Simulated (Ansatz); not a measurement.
**Worked example: self-consistent single point of SbAs (Fm-3m, 2 atoms in the cell) in Ansatz (a first-principles code)**

Level of theory: PBE (plane waves, PAW; Ansatz).

The input file:

Ansatz 0.2 input:
```yaml
# SbAs
crystal:
  lattice:
    - [0.000000, 2.779916, 2.779916]
    - [2.779916, 0.000000, 2.779916]
    - [2.779916, 2.779916, 0.000000]
  atoms:
    - { symbol: Sb, position: [0.000000, 0.000000, 0.000000] }
    - { symbol: As, position: [0.500000, 0.500000, 0.500000] }
kpoints:
  mp_grid:
    grid: [8, 8, 8]
hamiltonian:
  xc: pbe
  pseudopotentials:
    kind: paw
scf:
  occupations:
    method: methfessel_paxton
    width: 0.02 Ry
output:
  forces: true
  eigenvalues: true
  stress: true
```

Log, with long lists cut:

```
WARN basis.ecutwfc = 420 eV, the default
WARN ansatz: RAYON_NUM_THREADS=1 ignored (pool sized by the plan → 1); use --threads N
Pseudopotentials: kind: paw
Pseudopotential: Sb, paw, valence charge 15
Pseudopotential: As, paw, valence charge 15
Crystal: 2 atoms, lattice volume = 42.966 Å³
Basis set: ecut = 420 eV, 869 PW (Γ), exchange–correlation on 54×54×54 points (8 copies of the dense FFT grid, shifted against one another)
Bands: 19, of which v1, the nominal top of the filled ones, is band 15 counted from 1 (14 counted from 0)
Symmetry: 48 space group operations
Space group: Fm-3m (ITA 225), of the structure as read, at distance tolerance 3.5e-5 Å
k-points: 29 of 512
Initial density: superposition of atomic densities (neutral atoms: chi_scale 0, normalization atom), corrected by the library's trained network
Initial wavefunctions: pseudopotential atomic-orbital guess
Eigensolver: davidson
Functional: x = pbe(κ = 0.804, μ = 0.2195149727645171), c = pbe(β = 0.06672455060314922)
SCF iter   1: F=—  HF=-11340.239226 eV  |F-HF|=—  |Δ(HF+E_count)|=         —  Δρ=1.00e-3  dr2=4.36e-4  ethr=1.77e-3  ⟨swp⟩=5.1  Hψ=2459  notcnv=0
all-band conjugate gradients solve this SCF's bands
preconditioner: auto → Kerker (q_TF=auto, 2.570 Å⁻¹)
SCF iter   2: F=—  HF=-11340.238500 eV  |F-HF|=—  |Δ(HF+E_count)|=   7.26e-4  S|Δr|=    0.00e0  Δρ=5.52e-4  dr2=9.20e-5  ethr=1.45e-6  ⟨swp⟩=2.2  Hψ=1082  notcnv=0
SCF iter   3: F=—  HF=-11340.238570 eV  |F-HF|=—  |Δ(HF+E_count)|=   7.00e-5  S|Δr|=    0.00e0  Δρ=2.47e-4  dr2=2.15e-5  ethr=3.07e-7  ⟨swp⟩=2.2  Hψ=706  notcnv=0
SCF iter   4: F=—  HF=-11340.238588 eV  |F-HF|=—  |Δ(HF+E_count)|=   1.77e-5  S|Δr|=    0.00e0  Δρ=6.08e-5  dr2=1.49e-6  ethr=7.17e-8  ⟨swp⟩=2.0  Hψ=700  notcnv=0
SCF iter   5: F=—  HF=-11340.238588 eV  |F-HF|=—  |Δ(HF+E_count)|=   3.25e-7  S|Δr|=    0.00e0  Δρ=2.97e-5  dr2=3.96e-7  ethr=4.97e-9  ⟨swp⟩=2.1  Hψ=877  notcnv=0
SCF iter   6: F=-11340.238588 eV  HF=-11340.238588 eV  |F-HF|=6.46e-9  |Δ(HF+E_count)|=   1.39e-7  S|Δr|=    0.00e0  Δρ=5.61e-6  dr2=7.78e-9  ethr=3.33e-10  ⟨swp⟩=3.1  Hψ=2403  notcnv=0
SCF 1 converged in 6 iterations: F = -11340.238588 eV  dr2 = 7.78e-9
SCF converged after 6 iterations
Stability not checked (fill_not_monotonic)
Free energy (F): -11340.238588 eV
Harris-Foulkes:  -11340.238588 eV  (|F-HF|=6.46e-9)
Internal energy: -11340.235997 eV  (E = F + TS)
E sigma→0 (E₀):  -11340.237940 eV
Entropy (-TS):   -0.002590 eV (-1.295 meV/atom)
Fermi energy:    13.225643 eV
--- Per-component energies (eV) ---
  E_band       = -320.093059
  E_kinetic    = 314.318007
  E_local      = -2932.932462  (includes V_loc(G=0)·N_el)
  E_nonlocal   = -307.985265
  E_hartree    = 1523.428140
  E_xc         = -220.115484
  E_vxc        = -178.790158  (∫ρ·V_xc dr)
  E_paw        = -6410.152075  (= ΣΔE_a)
  E_vpaw       = -261.557803  (= ΣTr[D̂ρ^β])
  E_aug_tail   = 0.000006  (compensation charges beyond the density's cutoff)
  E_ewald      = -3306.796864
  E_smearing   = -0.002590  (= −TS)
  E_closure    = -0.000000  (closes the sum)
  Σ components = -11340.238588   (vs F -11340.238588, Δ=0.00e0)
--- Forces (eV/Å), atoms counted from 1 ---
  atom   1  Sb     0.00000000    -0.00000000     0.00000000
  atom   2  As     0.00000000    -0.00000000     0.00000000
  max |Σ_I F_I| component: 3.22e-30 eV/Å
--- Stress (GPa, compression-positive) ---
       14.511414       0.000000      -0.000000
        0.000000      14.511414      -0.000000
        0.000000       0.000000      14.511414
  P = ⅓ Tr σ = 14.5114 GPa (145.114 kbar)
  The stress holds the Pulay correction. Without it, at fixed plane waves, as pw.x and ABINIT print it: P = 14.4718 GPa
--- Band table (eV; the first three rows and the last of 29) ---
  k-point 0: bands = ["-22.7231", "-22.7231", "-22.7139", "-22.7139", "-22.7139", "-16.2760", "-16.2760", "-16.2734", "-16.2734", "-16.2734", "-1.6982", "9.1717", "11.0703", "11.0703", "11.0703", "17.3512", "17.3512", "17.3512", "18.3348"]
  k-point 1: bands = ["-22.7228", "-22.7228", "-22.7137", "-22.7136", "-22.7136", "-16.2773", "-16.2773", "-16.2731", "-16.2719", "-16.2719", "-1.4845", "7.7903", "11.0965", "11.0965", "11.9822", "16.3369", "16.3369", "16.6210", "18.2744"]
  k-point 2: bands = ["-22.7221", "-22.7221", "-22.7135", "-22.7131", "-22.7131", "-16.2808", "-16.2808", "-16.2722", "-16.2677", "-16.2677", "-0.8495", "5.6754", "11.2265", "11.2265", "12.7334", "14.7743", "14.7743", "15.4958", "18.9990"]
  k-point 28: bands = ["-22.7226", "-22.7211", "-22.7129", "-22.7129", "-22.7112", "-16.2903", "-16.2768", "-16.2681", "-16.2681", "-16.2559", "2.0806", "3.5539", "6.9458", "6.9458", "13.2547", "13.7727", "18.6156", "18.6156", "21.0558"]
```

The run converged in 6 iterations.

The starting cell was generated: these elements placed on a structure prototype, without a prior relaxation; it need not be a known phase or ordering of this composition. Its lattice was rescaled by a random factor within 2.5 % of one. Spin-orbit coupling is off. With a pressure of about 15 GPa the cell is away from its equilibrium volume at this level. Ansatz's pressure includes its estimate of the finite-basis (Pulay) stress. The run gives no clean gap (levels at the Fermi energy touch, overlap or are partly filled at this smearing), which alone does not show that the compound is a metal.
